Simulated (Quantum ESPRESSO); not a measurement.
# Sensitivity of a calculation on Mg₄RuN₄ (P-1, 18 atoms in the cell) to its settings

```yaml
crystal:
  lattice:
    - [5.41934, 0.00000, 0.00000]
    - [1.80779, 5.12968, 0.00000]
    - [0.40520, 2.25011, 7.78536]
  atoms:
    - { symbol: Mg, position: [0.26624, 0.16147, 0.21040] }
    - { symbol: Mg, position: [0.73376, 0.83853, 0.78960] }
    - { symbol: Mg, position: [0.26592, 0.73580, 0.99977] }
    - { symbol: Mg, position: [0.73408, 0.26420, 0.00023] }
    - { symbol: Mg, position: [0.26286, 0.94682, 0.58480] }
    - { symbol: Mg, position: [0.73714, 0.05318, 0.41520] }
    - { symbol: Mg, position: [0.74622, 0.47344, 0.59050] }
    - { symbol: Mg, position: [0.25378, 0.52656, 0.40950] }
    - { symbol: Ru, position: [0.25513, 0.37140, 0.77565] }
    - { symbol: Ru, position: [0.74487, 0.62860, 0.22435] }
    - { symbol: N, position: [0.00992, 0.70523, 0.61449] }
    - { symbol: N, position: [0.99008, 0.29477, 0.38551] }
    - { symbol: N, position: [0.15090, 0.16863, 0.96856] }
    - { symbol: N, position: [0.84910, 0.83137, 0.03144] }
    - { symbol: N, position: [0.49521, 0.60029, 0.79542] }
    - { symbol: N, position: [0.50479, 0.39971, 0.20458] }
    - { symbol: N, position: [0.49008, 0.79844, 0.37896] }
    - { symbol: N, position: [0.50992, 0.20156, 0.62104] }
```

Base run A: Quantum ESPRESSO with LDA (PZ), GBRV 1.5 ultrasoft (LDA) pseudopotentials, self-consistent single point.

Its settings: ecutwfc = 40 Ry; ecutrho = 320 Ry; occupations = smearing; smearing = gaussian; degauss = 0.0147 Ry; potentials = {Mg: mg_lda_v1.4.uspp.F.UPF, Ru: ru_lda_v1.2.uspp.F.UPF, N: n_lda_v1.2.uspp.F.UPF}; K_POINTS = automatic 4 4 3 0 0 0; conv_thr = 1e-10 Ry.

The starting cell comes from a database of computed structures (which also holds hypothetical and non-ambient phases and stackings), without a prior relaxation at this level. Spin polarisation is off. In the base run, with a pressure of about -9 GPa the cell is away from its equilibrium volume at this level.

ΔF is the free energy per atom less that of run A. A dash stands where there is no value to compare (another energy zero or no entropy term, no result, no spin, no clean gap, or a mesh too coarse for one). Absolute energies have different zeros for different potentials, functionals, Hubbard and dispersion terms and are not compared across them.

Run A gave: pressure (GPa) -8.73; largest force (eV/Å) 0.804; k-points 26; valence electrons 152.

Runs:
- B: lattice scaled by 1.015
- C: HUBBARD: default → ortho-atomic; U Ru-4d 8 eV [LDA (PZ)+U]
- D: ecutwfc: 40 Ry → 60 Ry; ecutrho: 320 Ry → 480 Ry; pseudopotentials: {Mg: mg_lda_v1.4.uspp.F.UPF, Ru: ru_lda_v1.2.uspp.F.UPF, N: n_lda_v1.2.uspp.F.UPF} → {Mg: Mg.pbe-n-kjpaw_psl.0.3.0.UPF, Ru: Ru_ONCV_PBE-1.0.oncvpsp.upf, N: N.pbe-n-radius_5.UPF}; input_dft: default → rvv10 [rVV10]
- E: degauss: 0.0147 Ry → 0.02205 Ry; K_POINTS: automatic 4 4 3 0 0 0 → automatic 5 5 3 0 0 0
- F: degauss: 0.0147 Ry → 0.0018375 Ry
- G: nosym: default → true
- H: smearing: gaussian → methfessel-paxton; degauss: 0.0147 Ry → 0.0073499 Ry
- I: ecutrho: 320 Ry → 480 Ry
- J: mixing_beta: default → 0.2; mixing_mode: default → plain

Question: What does run D change against A?

Answer: The pressure goes from -8.73 to 0.85 GPa and the largest force goes from 0.804 to 0.311 eV/Å.

Question: What does run H change against A?

Answer: The free energy goes up by 1.6 meV/atom, the pressure hardly changes (-8.73 to -8.81 GPa) and the largest force hardly changes (0.804 to 0.814 eV/Å).

```
run  ΔF (meV/atom)  pressure (GPa)  largest force (eV/Å)  k-points  valence electrons
---  -------------  --------------  --------------------  --------  -----------------
A             0.00           -8.73                 0.804        26                152
B             38.8          -13.85                 1.267        26                152
C                –           -7.39                 0.951        26                152
D                –            0.85                 0.311        26                 88
E             -3.0           -8.64                 0.770        38                152
F             1.47           -8.81                 0.812        26                152
G             0.00           -8.73                 0.804        26                152
H             1.58           -8.81                 0.814        26                152
I            -0.04           -8.73                 0.804        26                152
J             0.00           -8.73                 0.804        26                152
```
